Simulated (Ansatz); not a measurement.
```xyz
12
Lattice="16.5000 0.0000 0.0000 0.0000 16.0000 0.0000 0.0000 0.0000 5.4055" Properties=species:S:1:pos:R:3 pbc="T T T"
Na    10.8798     8.0000     0.0000
Cl     9.6683    10.4566     0.0000
Na     6.9352    10.2773     0.0000
Cl     5.4133     8.0000     0.0000
Na     6.9352     5.7227     0.0000
Cl     9.6683     5.5434     0.0000
Cl    11.0867     8.0000     2.7027
Na     9.5648    10.2773     2.7027
Cl     6.8317    10.4566     2.7027
Na     5.6202     8.0000     2.7027
Cl     6.8317     5.5434     2.7027
Na     9.5648     5.7227     2.7027
```

Levels: PBE (plane waves to 420 eV, PAW; Ansatz, a quantum-chemistry and plane-wave program); r2SCAN (plane waves to 500 eV, PAW; Ansatz); HSE06 (Ansatz). Unmarked values and the geometry are of the first. Mesh 1×1×6. No spin polarisation. Periodic along z alone, with about 11 Å of vacuum beside it. A hypothetical model. Only distortions within the start's symmetry and period were free. HSE06 ran on a 1×1×4 mesh and at PBE's edge points. Buckling under compression is shut out by symmetry and the short period.

Q: Give the properties of this body.

A: 
* **largest distance between nuclei across the axis**: 5.67 Å
* **PBE gap**: 5.06 eV, direct at Γ
* **electron mass along the axis (PBE)**: 0.58 mₑ
* **hole mass along the axis (PBE)**: 2.0 mₑ
* **valence and conduction edges under the vacuum level (PBE)**: 6.79 and 1.73 eV
* **r2SCAN gap at this geometry**: 5.84 eV
* **HSE06 gap at this geometry**: 6.31 eV
* **axial stiffness dF/dε**: 37 nN
